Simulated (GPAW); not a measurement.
Band structure of CoReO4 (Cmmm, 6 atoms in the cell).

```xyz
6
Lattice="3.1093 -3.2595 0.0000 3.1093 3.2595 0.0000 0.0000 0.0000 2.8107" Properties=species:S:1:pos:R:3 pbc="T T T"
Co     0.0000     0.0000     0.0000
Re     3.1093     0.0000     1.4054
O      3.1093    -1.3696     0.0000
O      3.1093     1.3696     0.0000
O      1.2579     0.0000     1.4054
O      4.9608     0.0000     1.4054
```
Moments meant for the start (each program seeds them in its own way; μB, in the order of the atoms Co Re O O O O): 3.0 0.0 0.0 0.0 0.0 0.0.

Level of theory: PBEsol, GPAW PAW datasets PBEsol (made by gpaw-setup) (plane waves; GPAW 25.7.0).

Settings: spinpol = true; mode = pw; ecut = 900 eV; xc = PBEsol; kpts = 4 4 7; mesh shift (steps) = 0 0 0; occupations.name = fermi-dirac; occupations.width = 0.1 eV; nbands = -10; convergence.density = 1e-05 e/electron; convergence.energy = 1e-05 eV/electron; symmetry.symmorphic = false; symmetry.tolerance = 0.0005; maxiter = 150.

The starting cell comes from a database of computed structures (which also holds hypothetical and non-ambient phases and stackings), without a prior relaxation at this level. Its lattice was rescaled by a random factor within 2.5 % of one. Spin-orbit coupling is off. The starting moments vanished: the run ended non-magnetic, which need not be the lowest state.

Levels in eV from the Fermi level, bands 20 to 27 of the first spin channel:
```json
[
 {"point": "Γ", "20": "-2.03", "21": "-1.78", "22": "-1.42", "23": "-1.38", "24": "-1.02", "25": "0.76", "26": "2.02", "27": "2.94"},
 {"point": "X", "20": "-2.61", "21": "-1.79", "22": "-1.36", "23": "-0.97", "24": "-0.11", "25": "1.38", "26": "2.16", "27": "2.93"},
 {"point": "S", "20": "-1.50", "21": "-1.37", "22": "-0.90", "23": "-0.50", "24": "0.91", "25": "1.46", "26": "1.48", "27": "1.51"},
 {"point": "R", "20": "-1.84", "21": "-1.82", "22": "-0.88", "23": "0.27", "24": "0.63", "25": "1.22", "26": "1.50", "27": "1.68"},
 {"point": "A", "20": "-1.14", "21": "-0.87", "22": "-0.76", "23": "0.14", "24": "0.38", "25": "1.38", "26": "1.45", "27": "1.61"},
 {"point": "Z", "20": "-0.90", "21": "-0.87", "22": "-0.26", "23": "0.81", "24": "0.92", "25": "1.30", "26": "1.46", "27": "1.61"},
 {"point": "Y", "20": "-2.61", "21": "-1.81", "22": "-1.36", "23": "-1.00", "24": "-0.10", "25": "1.37", "26": "2.17", "27": "2.95"},
 {"point": "X1", "20": "-2.61", "21": "-1.79", "22": "-1.36", "23": "-0.97", "24": "-0.11", "25": "1.38", "26": "2.16", "27": "2.93"},
 {"point": "A1", "20": "-1.14", "21": "-0.87", "22": "-0.76", "23": "0.14", "24": "0.38", "25": "1.38", "26": "1.45", "27": "1.61"},
 {"point": "T", "20": "-1.14", "21": "-0.87", "22": "-0.72", "23": "0.16", "24": "0.35", "25": "1.36", "26": "1.48", "27": "1.60"}
]
```

Bands cross the Fermi level along this path, so the cell is metallic at this level.

The net moment of the cell came out as 0.00 μB.
